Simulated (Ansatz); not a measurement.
System: Si (Cmcm, No. 63, 12 atoms in the cell; start mp-1095269; another form than the element's usual one). Method: r²SCAN (PAW; Ansatz, an electronic-structure program).

Settings: plane-wave cutoff 560 eV, 10×10×4 k mesh (along the axes of the cell as run), Fermi–Dirac smearing 0.01 eV, scalar-relativistic PAW data made under PBE.

Cell (relaxed at this level):

```
Si
1.0
    1.91524    -5.35926     0.00000
    1.91524     5.35926     0.00000
    0.00000     0.00000    12.68538
Si
12
Direct
  0.75733   0.24267   0.44506
  0.24267   0.75733   0.55494
  0.24267   0.75733   0.94506
  0.75733   0.24267   0.05494
  0.42866   0.57134   0.65728
  0.57134   0.42866   0.34272
  0.57134   0.42866   0.15728
  0.42866   0.57134   0.84272
  0.97132   0.02868   0.40941
  0.02868   0.97132   0.59059
  0.02868   0.97132   0.90941
  0.97132   0.02868   0.09059
```

Question: Predict the band gap, smallest direct gap on the k points sampled and Γ–Γ gap.

Answer: 
* **band gap**: 0.70 eV (indirect)
* **smallest direct gap on the k points sampled**: 0.77 eV
* **Γ–Γ gap**: 1.30 eV

Cost on a shared machine: very roughly 3 core-minutes.

A start named mp-… is a Materials Project structure, which need not be a measured phase.
